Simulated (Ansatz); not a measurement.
CoGe (model structure, started from the CsCl type, Pm-3m, No. 221, 2 atoms in the cell)

Calculation: PBEsol (Ansatz, a first-principles code, plane waves, PAW).

Numerical settings: plane-wave cutoff 500 eV, 14×14×14 k mesh, Fermi–Dirac smearing 0.05 eV, spin-polarised with parallel moments, scalar-relativistic PAW data made under PBE.

Cell (relaxed at this level):

```cif
data_CoGe
_chemical_formula_sum 'Co1 Ge1'
_space_group_name_H-M_alt 'Pm-3m'
_space_group_IT_number 221
_space_group_name_Hall '-P 4 2 3'
_cell_length_a 2.88215
_cell_length_b 2.88215
_cell_length_c 2.88215
_cell_angle_alpha 90.000
_cell_angle_beta 90.000
_cell_angle_gamma 90.000
loop_
_atom_site_label
_atom_site_type_symbol
_atom_site_symmetry_multiplicity
_atom_site_Wyckoff_symbol
_atom_site_fract_x
_atom_site_fract_y
_atom_site_fract_z
_atom_site_occupancy
Co1 Co 1 a 0.00000 0.00000 0.00000 1
Ge1 Ge 1 b 0.50000 0.50000 0.50000 1
```

```json
{
 "band_gap": "none"
}
```

Note: the magnetic order was assumed, not searched for or taken from measurement; a magnet's gap depends somewhat on the PAW data; the moments ended far under their starting size, a low-moment state that need not be the lowest; the relaxation could raise the start's symmetry but not lower it, so the cell can be a saddle point.

Spin–orbit coupling is not included.

Computed values are for the static lattice.

The result took roughly 40 core-seconds.

A model structure was made by putting elements into a prototype or built by hand; it is no filed structure, need not be a known phase, and can be a saddle point held by its symmetry.
